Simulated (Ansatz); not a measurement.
Functionals compared on the (210) surface of fcc Ni, ferromagnetic in its 1x1 cell, outermost plane spacing 0.79 Å in the ideal cut, in Ansatz (plane waves, PAW). The structure was relaxed with PBE; the other rows are single points on it, each with its references at the same level. Cutoff 420 eV.

Model: 14-atom slab, 10.2 Å thick at the start (thin: gaps and levels are the slab's own), 12x10x1 mesh, Fermi-Dirac 0.1 eV, dipole correction, all atoms relaxed; held to the part of the start's symmetry that mesh and held atoms allow; spin-polarised, no spin-orbit, no U. These notes are the PBE run's.

```csv
functional,surface energy (J/m²),work function of the top face (eV),magnetic moment of the cell (μB),rough cost of the single point
PBE,2.43,4.49,9.31,–
LDA,3.06,4.85,8.92,very roughly 50 core-minutes
PBEsol,2.86,4.59,9.30,about 40 core-minutes (a rough figure)
RPBE,2.16,4.31,9.39,very roughly 40 core-minutes
```

Ansatz is a quantum-chemistry and plane-wave program.
